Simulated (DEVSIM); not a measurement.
Device: abrupt Si p-n junction, at 500 K.

Layer 1 from the left is Si, thickness (μm) 0.650, Na (cm⁻³) 3.4e16, τn (s) 1.2e-7, τp (s) 1.2e-7. Layer 2 from the left is Si, thickness (μm) 260, Nd (cm⁻³) 1e17, τn (s) 1.2e-7, τp (s) 1.2e-7.

Left contact: ohmic. Right contact: ohmic. Voltage is applied to the left contact. Recombination: SRH at mid-gap, radiative, Auger. Mobility is μmin + (μ − μmin)/(1 + (N/Nref)^α).

This is a model device: material constants are rounded textbook-type values typed into the input, and sizes, dopings and lifetimes were drawn at random. Values at 300 K; Nc and Nv go as T^1.5, mobilities as T to minus their exponent, the gap by Varshni's rule with the affinity fixed.

Si: gap (eV) 1.124, affinity (eV) 4.05, permittivity 11.7, Nc (cm⁻³) 2.86e19, Nv (cm⁻³) 3.1e19, μn (cm²/Vs) 1417, μp (cm²/Vs) 470, μn,min 52, μp,min 45, Nref,n 9.7e16, Nref,p 2.2e17, αn 0.68, αp 0.72, T exponent of μn 2.3, T exponent of μp 2.2, B (cm³/s) 4.7e-15, Cn (cm⁶/s) 2.8e-31, Cp (cm⁶/s) 9.9e-32, Varshni α (eV/K) 0.000473, Varshni β (K) 636.

### Question
Estimate by hand the built-in potential, the peak field at zero bias, and compare with a numerical solution.

### Answer

- Built-in potential: ni = √(Nc Nv) exp(−Eg/2kT) = 2.74e14 cm⁻³ with Eg = 1.065 eV; Vbi = kT/q ln(Na Nd/ni²) = 0.462 V; numerical 0.462 V.
- Peak field at zero bias: depletion approximation: W = √(2εVbi/(qN)) = 0.153 μm with N = 2.54e16 cm⁻³; field = 2Vbi/W = 60200 V/cm; numerical 54800 V/cm (estimate above by 9.9 %).

Model (solved in DEVSIM): 1D drift-diffusion, Boltzmann statistics, complete ionisation; no tunnelling, impact ionisation, image-force lowering or self-heating.
